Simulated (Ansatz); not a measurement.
The starting structures come from a database of crystals and need not be the phases stable at ambient conditions.

Tunnelling through a barrier is set by its complex band structure: the current falls as exp(−2κd) with the smallest κ.

Here is the system:

```yaml
crystal:
  lattice:
    - [5.98715, 0.00000, 0.00000]
    - [1.99572, 14.16268, 0.00000]
    - [2.99357, 0.00000, 1.72834]
  atoms:
    - { symbol: Zn, position: [0.73740, 0.78780, 0.00000] }
    - { symbol: Zn, position: [0.26163, 0.21510, 0.00000] }
    - { symbol: Zn, position: [0.86880, 0.39360, 0.00000] }
    - { symbol: In, position: [0.99930, 0.00210, 0.00000] }
    - { symbol: In, position: [0.13683, 0.58950, 0.00000] }
    - { symbol: O, position: [0.08493, 0.74520, 0.00000] }
    - { symbol: O, position: [0.91610, 0.25170, 0.00000] }
    - { symbol: O, position: [0.80590, 0.58230, 0.00000] }
    - { symbol: O, position: [0.18963, 0.43110, 0.00000] }
    - { symbol: O, position: [0.69110, 0.92670, 0.00000] }
    - { symbol: O, position: [0.30873, 0.07380, 0.00000] }
```

Space group of this cell: R3m. The cell is taken as given; by r2SCAN its mean pressure is -6.4 GPa.

Transport runs along the normal of the first two printed cell vectors, the (110) plane of the conventional cell.

No gap correction and no spin-orbit coupling; mid-gap values are interpolated between computed energies.

Problem. Predict the band gap and the smallest decay constant κ at mid-gap from r2SCAN (Ansatz, an electronic-structure program).

Solution. Gap 0.91 eV on a 18×18×18 mesh; κ = 0.114 1/Å, at the zone centre.
